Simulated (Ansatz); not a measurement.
The reference is CsSnI₃ in the cubic perovskite structure (space group Pm-3m, No. 221; a = 6.271 Å).

Computed with PBE (Ansatz, a quantum-chemistry and plane-wave program), without spin-orbit coupling.

One change was made to it. Results:

The width of the top valence band goes up by 0.47 eV (2.03 eV → 2.50 eV); the density increases by 0.33 g/cm³, from 4.26 g/cm³ to 4.59 g/cm³.

Task: Which change produced these results?
(A) pressure −2 GPa
(B) pressure 0.7 GPa
(C) pressure 1.5 GPa

Result: C, pressure 1.5 GPa. For comparison, the width of the top valence band in the other runs: pressure −2 GPa gives 0.92 eV; pressure 0.7 GPa gives 2.25 eV.

With I present, leaving out spin-orbit coupling can change the band edges. The levels and masses belong to the bands next to the band gap. Load acts through the strain it causes; cell and atoms are relaxed under it. Stability against distortions was not tested. Many cubic perovskites are stable only at high temperature; tilts and polar distortions were not tested.
